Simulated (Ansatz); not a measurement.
```
CELL_PARAMETERS angstrom
      4.20132     0.00000     0.00000
     -2.10066     3.63845     0.00000
      0.00000     0.00000     7.17181
ATOMIC_POSITIONS crystal
  Cd 0.66667 0.33333 0.50505
  Cd 0.33333 0.66667 0.00505
  Se 0.66667 0.33333 0.87081
  Se 0.33333 0.66667 0.37081
```

Method: PBEsol with spin-orbit coupling, rigid bands (plane waves, PAW; Ansatz, an electronic-structure program). Condition of this run: biaxial stress xx = yy = 2 GPa (compression positive) (the target of the relaxation). Geometry: cell and atoms relaxed with PBEsol, then loaded as said.

What conductivity effective mass do dilute holes have at 300 K?

0.39 (x), 0.39 (y), 1.53 (z) mₑ.

And the band gap?

0.36 eV at this level; semilocal functionals usually fall short of the measured gap.

Rigid bands, one relaxation time for all states, no polarons.
